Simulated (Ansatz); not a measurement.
The structure below was relaxed with r2SCAN (Ansatz, a first-principles code; PAW; 500 eV plane waves; no spin-orbit coupling), at pressure −1 GPa.

```
ZrO2
1.0
    5.29651     0.00000     0.00000
    0.00000     5.07986     0.00000
    0.00000     0.00000     5.10686
Zr O
4 8
Direct
  0.03047   0.26619   0.24942
  0.96953   0.73381   0.74942
  0.53047   0.73381   0.24942
  0.46953   0.26619   0.74942
  0.36509   0.06661   0.10604
  0.63491   0.93339   0.60604
  0.86509   0.93339   0.10604
  0.13491   0.06661   0.60604
  0.22819   0.53552   0.00054
  0.77181   0.46448   0.50054
  0.72819   0.46448   0.00054
  0.27181   0.53552   0.50054
```

Task: Find the space group and the Wyckoff positions.

Result: Space group Pca2₁ (No. 29); a = 5.297 Å, b = 5.080 Å, c = 5.107 Å, α = 90.00°, β = 90.00°, γ = 90.00°

```tsv
atom	site	symmetry	x	y	z
Zr	4a	1	0.0305	0.2662	0.2494
O	4a	1	0.3651	0.0666	0.1060
O	4a	1	0.2282	0.5355	0.0005
```

Task: Describe the coordination.

Result: The crystal has 12 atoms in its conventional cell. Cell: a = 5.2965 Å, b = 5.0799 Å, c = 5.1069 Å, α = β = γ = 90.00°. Zr is coordinated by 7 O at 2.040–2.279 Å. O1 is surrounded by 1 Zr at 2.040 Å and 2 Zr at 2.157–2.169 Å (trigonal planar). O2 is surrounded by 2 Zr at 2.130–2.141 Å and 2 Zr at 2.269–2.279 Å. (Neighbours: up to the widest gap in distance over summed covalent radii, below 1.35, at either atom; cation-cation and far metal-metal contacts left out.)

Load acts through the strain it causes; cell and atoms are relaxed under it. Stability against distortions was not tested. The cell was made from ZrO₂ (space group Pca2_1, No. 29) by this change: pressure −1 GPa. This is not the structure that ZrO2 has at room temperature and ambient pressure.
